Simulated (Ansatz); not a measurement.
The parent structure is La$_{2}$O$_{3}$ (space group P-3m1, No. 164).

```
CELL_PARAMETERS angstrom
      3.90646     0.00000     0.00000
     -1.95323     3.38309     0.00000
      0.00000     0.00000     6.03942
ATOMIC_POSITIONS crystal
  La 0.33333 0.66667 0.24534
  La 0.66667 0.33333 0.75466
  O  0.00000 0.00000 0.00000
  O  0.33333 0.66667 0.64608
  O  0.66667 0.33333 0.35392
```

All numbers come from PBEsol (Ansatz, a first-principles code, PAW, without spin-orbit coupling), earlier PAW set.

Before the change:

| Property | Result |
|---|---|
| Band gap | 3.77 eV |
| Density | 6.78 g/cm³ |
| Gap character | indirect, L → K |

It is then changed as follows: full substitution O → Se; the structure is relaxed again.

Problem. Predict the new band gap.

Solution. The band gap decreases by 2.098 eV to 1.68 eV.

Problem. Predict the new valence-band top at Γ.

Solution. The valence-band top at Γ (three highest levels, from the VBM) is 0.00, -0.61, -0.61 eV.

Problem. Predict the new density.

Solution. The density falls by 0.85 g/cm³, from 6.78 g/cm³ to 5.93 g/cm³.

Problem. What happens to the gap character?

Solution. The gap character goes from indirect, L → K to direct at Γ.

Whether these cells are dynamically stable was not tested. As relaxed here, La2Se3 is a hypothetical phase, not in the database extracts checked.
